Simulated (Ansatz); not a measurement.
Input and output of a self-consistent single point for Fe₂B (P6_3/mmc, 6 atoms in the cell) (Ansatz, a first-principles code).

Level of theory: revPBE-D3BJ-ATM, default PAW files made with PBE (plane waves; Ansatz).

```yaml
crystal:
  lattice:
    - [3.50882, 0.00000, 0.00000]
    - [-1.75441, 3.03873, 0.00000]
    - [0.00000, 0.00000, 4.29927]
  atoms:
    - { symbol: B, position: [0.33333, 0.66667, 0.25000] }
    - { symbol: B, position: [0.66667, 0.33333, 0.75000] }
    - { symbol: Fe, position: [0.00000, 0.00000, 0.00000], spin: 4.0 }
    - { symbol: Fe, position: [0.00000, 0.00000, 0.50000], spin: 4.0 }
    - { symbol: Fe, position: [0.33333, 0.66667, 0.75000], spin: 4.0 }
    - { symbol: Fe, position: [0.66667, 0.33333, 0.25000], spin: 4.0 }
```
(The spins are starting values, not results.)

Reference input (self-consistent single point, DFT, PBEsol, plane waves, default PAW files made with PBE): basis.ecutwfc = 420 eV; kpoints.mp_grid.grid = 9 9 6; hamiltonian.xc = pbesol; hamiltonian.pseudopotentials = {kind: paw} (the program's default PAW files); magnetization.spin_polarized = true; scf.occupations.method = methfessel_paxton; scf.occupations.width = 0.2 eV. This run's input differs from it in these lines:

Ansatz 0.2 input:
```diff
@@ -18,3 +18,4 @@
 hamiltonian:
-  xc: pbesol
+  xc: revpbe
+  dispersion: d3bjatm
   pseudopotentials: { kind: paw }
```

Output, abridged:

```
SCF iter   1: F=—  HF=-18255.098664 eV  |F-HF|=—  |Δ(HF+E_count)|=         —  Δρ=3.64e-1 (↑3.64e-1 ↓1.82e-1)  dr2=1.68e1  dr2_m=3.00e1  M=5.840 μB ∫|m|=6.152 μB  β_m=0.30  ethr=3.10e-3  ⟨swp⟩=6.0  Hψ=17826  notcnv=0  defer=10
Mixer restart at iter 1: flushing history
all-band conjugate gradients solve this SCF's bands
preconditioner: auto → Kerker (q_TF=auto, 2.928 Å⁻¹)
   [... lines left out ...]
SCF iter  20: F=-18251.762348 eV  HF=-18251.762349 eV  |F-HF|=2.27e-7  |Δ(HF+E_count)|=   1.95e-9  S|Δr|=    0.00e0  Δρ=1.38e-5 (↑9.48e-6 ↓1.38e-5)  dr2=2.28e-7  dr2_m=2.46e-9  M=4.431 μB ∫|m|=4.690 μB  β_m=0.79  ethr=5.16e-10  ⟨swp⟩=1.0  Hψ=4255  [...]
SCF iter  21: F=-18251.762349 eV  HF=-18251.762349 eV  |F-HF|=7.42e-10  |Δ(HF+E_count)|=   1.39e-8  S|Δr|=    0.00e0  Δρ=8.70e-7 (↑4.43e-7 ↓8.70e-7)  dr2=6.05e-10  dr2_m=3.38e-11  M=4.431 μB ∫|m|=4.690 μB  ethr=1.43e-10  ⟨swp⟩=8.3  Hψ=20328  notcnv=0
SCF 1 converged in 21 iterations: F = -18251.762349 eV  dr2 = 6.05e-10
Stability not checked (fill_not_monotonic)
Magnetization: 4.4314 μB (37.2157 up, 32.7843 down)
Absolute magnetization: 4.6900 μB (∫|ρ↑−ρ↓|, with the PAW one-centre terms)
Spin contamination: 0.0787 ħ² per cell (⟨S²⟩ above its minimum at these occupations)
   [... lines left out ...]
Free energy (F): -18251.762349 eV
Fermi energy:    23.031668 eV
   [... lines left out ...]
  atom   1  B     -0.00000000     0.00000000     0.00000000
   [... zero for the other atoms too ...]
--- Stress (GPa, compression-positive) ---
       52.730271       0.000000      -0.000000
       -0.000000      52.730271       0.000000
       -0.000000       0.000000      51.146642
  P = ⅓ Tr σ = 52.2024 GPa (522.024 kbar)
  The stress holds the Pulay correction. Without it, at fixed plane waves, as pw.x and ABINIT print it: P = 51.9662 GPa
```

The run converged in 21 iterations. Against the reference run the pressure goes from 49.50 to 52.20 GPa and the size of the net moment moves little (0.72 to 0.74 μB/atom).

The starting cell was generated: these elements placed on a structure prototype, without a prior relaxation; it need not be a known phase or ordering of this composition. The magnetic order is the one reached from the typed start; others were not searched systematically. With a pressure of about 52 GPa the cell is away from its equilibrium volume at this level. Ansatz's pressure includes its estimate of the finite-basis (Pulay) stress.
